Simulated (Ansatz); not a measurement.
Results of LDA (PAW; Ansatz, a first-principles code) for fluorite CoSi₂.

Settings: plane-wave cutoff 520 eV, 18×18×18 k mesh, Fermi–Dirac smearing 0.05 eV, no spin polarisation, scalar-relativistic PAW data made under PBE.

Energies at three volumes about the minimum:

```tsv
V (Å³/atom)	E − E_lowest (meV/atom)
11.979	3.23
12.223	0.00
12.468	2.99
```

Problem. Fit a parabola by hand: where is the minimum, what lattice constant follows, and what is the bulk modulus?

Solution. Slopes: (0.00 − 3.23)/(12.223 − 11.979) = -13.238 and (2.99 − 0.00)/(12.468 − 12.223) = 12.204 meV/Å³. Curvature E″ = 2 × (12.204 − (-13.238))/(12.468 − 11.979) = 104.057 meV/Å⁶. From the middle of the first interval, the slope vanishes at V0 = 12.1010 − (-13.238)/104.057 = 12.228 Å³/atom. B = V0 E″ = 12.228 × 104.057 meV/Å³ × 0.1602 GPa per meV/Å³ = 204 GPa. With 12 atoms in the cube, a = (12 × 12.228)^(1/3) = 5.274 Å. The full Birch–Murnaghan fit to all volumes gives V0 = 12.223 Å³/atom and B0 = 203 GPa.

Measured, for comparison: lattice constant a 5.365 Å (room temperature, no zero-point or thermal correction; as tabulated in Hegde and Bowen (2014), arXiv:1405.1317).
